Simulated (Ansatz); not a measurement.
The structure below was relaxed with r2SCAN/PAW in Ansatz (a program for electronic structure), scalar-relativistic without spin-orbit coupling.

Space group Immm (No. 71); a = 2.7656 Å, b = 3.9397 Å, c = 8.3327 Å, α = β = γ = 90.00°

```
atom  site  symmetry       x       y       z
----  ----  --------  ------  ------  ------
Pt      4i       mm2  0.0000  0.0000  0.1669
Pd      2c       mmm  0.0000  0.0000  0.5000
```

Problem. Write out a cell with all atoms.

Solution. 
```xyz
6
Lattice="2.7656 0.0000 0.0000 0.0000 3.9397 0.0000 0.0000 0.0000 8.3327" Properties=species:S:1:pos:R:3 pbc="T T T"
Pt     1.3828     1.9699     5.5569
Pt     0.0000     0.0000     6.9421
Pd     1.3828     1.9699     0.0000
Pt     0.0000     0.0000     1.3906
Pt     1.3828     1.9699     2.7758
Pd     0.0000     0.0000     4.1664
```
This is the conventional cell.

Each cell is one ordered arrangement of few atoms, which overstates ordering effects compared with a random alloy. Whether these cells are dynamically stable was not tested. The final runs are not spin-polarised. The cell was made from Pd by this change: x(Pt) = 0.667, 3 atoms, Immm. PdPt2 has a high density of states at the Fermi level and may be magnetic at this level.
